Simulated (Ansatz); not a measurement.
## ZnSnAs2: energy against strain

ZnSnAs2 (chalcopyrite, I-42d, 25.015 Å³/atom and stress up to 0.01 GPa in the relaxed cell, c along z) under an equal strain ε in the (001) plane with the normal axis free, as in a coherent film. PBEsol in Ansatz, a plane-wave DFT program (PAW, default set), 420 eV, 8×8×8 Γ-centred mesh, Fermi-Dirac smearing 0.05 eV; ions are relaxed, or left where forces stay under 0.02 eV/Å, within the symmetry of each cell.

Here s stands for strain and y for E less E0.

| strain (%) | E less E0 (meV/atom) |
|---|---|
| -3.00 | ? |
| -1.50 | 3.22 |
| -0.75 | 0.79 |
| 0.00 | 0.00 |
| 0.75 | 0.76 |
| 1.50 | 2.99 |

### Question
Fit y against s with a parabola, and predict the withheld value at s = -3.00.

### Answer
Least squares gives y = -0.001 - 0.0653·s + 1.3803·s². Residuals (row less fit): 0.017, -0.034, 0.001, 0.034, -0.017; standard error 0.038 (degrees of freedom: 2). The quadratic coefficient over the volume, 1.3803 meV × 10⁴ × 0.1602 / 25.015 Å³, is the biaxial elastic modulus of this plane = 88 ± 1 GPa (± standard error of the fit, which holds the terms cut off). At the withheld row, y = -0.001 - 0.0653 × (-3.00) + 1.3803 × (-3.00)² = 12.618 meV/atom. The calculation gives 13.37 meV/atom, 0.752 meV/atom above the prediction (5.6 % of the range of y in the table). The row lies outside the fitted rows, so this is an extrapolation. From the scatter of the fitted rows alone, a prediction at this place has a standard error of 0.156 meV/atom, so the miss is 4.8 times that.

A polynomial of degree 3 through the 8 other runs of the series gives 13.34 there, so most of the miss is curvature that the fit leaves out. This level leaves no gap over 0.05 eV at strain -3.00, -1.50, -0.75, 0.00 %. The start is a measured cell from the literature; how it stands against other phases or cation orders wasn't checked. Rows are the converged runs of the series near zero and its far end; series whose fitted rows scatter by over a few per cent of the range, as at a crossing or softening among them, aren't shown in this form, nor equations of state whose B0' disagrees with the runs' pressures. Most that stay on the fit to the last digits aren't either.
